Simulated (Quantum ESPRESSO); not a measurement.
**How a calculation on MgH2 (P4_2/mnm, 6 atoms in the cell) responds to its settings**

```yaml
crystal:
  lattice:
    - [4.51698, 0.00000, 0.00000]
    - [0.00000, 4.51698, 0.00000]
    - [0.00000, 0.00000, 3.01947]
  atoms:
    - { symbol: Mg, position: [0.50000, 0.50000, 0.50000] }
    - { symbol: Mg, position: [0.00000, 0.00000, 0.00000] }
    - { symbol: H, position: [0.69557, 0.69557, 0.00000] }
    - { symbol: H, position: [0.30443, 0.30443, 0.00000] }
    - { symbol: H, position: [0.80443, 0.19557, 0.50000] }
    - { symbol: H, position: [0.19557, 0.80443, 0.50000] }
```

Base run A: LDA (PZ), GBRV 1.5 ultrasoft (LDA) pseudopotentials run with Quantum ESPRESSO 7.5, self-consistent single point.

Its settings: ecutwfc = 40 Ry; ecutrho = 200 Ry; occupations = fixed; potentials = {Mg: mg_lda_v1.4.uspp.F.UPF, H: h_lda_v1.4.uspp.F.UPF}; K_POINTS = automatic 5 5 7 0 0 0; nbnd = 18; conv_thr = 1e-10 Ry.

The starting cell comes from a database of computed structures (which also holds hypothetical and non-ambient phases and stackings), without a prior relaxation at this level. Its lattice was rescaled by a random factor within 2.5 % of one.

ΔF is the free energy per atom less that of run A. 

Runs:
- B: lattice scaled by 0.97
- C: lattice scaled by 0.97; ecutwfc: 40 Ry → 24 Ry; ecutrho: 200 Ry → 120 Ry
- D: lattice scaled by 0.985
- E: lattice scaled by 0.985; ecutwfc: 40 Ry → 24 Ry; ecutrho: 200 Ry → 120 Ry
- F: lattice scaled by 1.015
- G: lattice scaled by 1.015; ecutwfc: 40 Ry → 24 Ry; ecutrho: 200 Ry → 120 Ry
- H: lattice scaled by 1.03
- I: lattice scaled by 1.03; ecutwfc: 40 Ry → 24 Ry; ecutrho: 200 Ry → 120 Ry
- J: ecutwfc: 40 Ry → 24 Ry; ecutrho: 200 Ry → 120 Ry

```csv
run,ΔF (meV/atom),pressure (GPa),largest force (eV/Å),gap on the mesh (eV)
A,0.00,-2.71,0.006,3.585
B,-2.2,2.26,0.024,3.740
C,503.0,-48.73,0.026,3.736
D,-4.6,-0.44,0.008,3.665
E,501.8,-49.22,0.010,3.661
F,10.8,-4.61,0.019,3.495
G,517.5,-49.18,0.017,3.491
H,27.1,-6.19,0.030,3.401
I,537.1,-49.05,0.029,3.396
J,507.2,-49.36,0.004,3.579
```

Run G against A: The free energy rises by 517 meV/atom, the pressure goes from -2.71 to -49.18 GPa, the largest force goes from 0.006 to 0.017 eV/Å and the gap on the mesh goes from 3.585 to 3.491 eV.

Run E against A: The free energy goes up by 502 meV/atom, the pressure goes from -2.71 to -49.22 GPa, the largest force hardly changes (0.006 to 0.010 eV/Å) and the gap on the mesh goes from 3.585 to 3.661 eV.

Run H against A: The free energy rises by 27.1 meV/atom, the pressure goes from -2.71 to -6.19 GPa, the largest force goes from 0.006 to 0.030 eV/Å and the gap on the mesh goes from 3.585 to 3.401 eV.
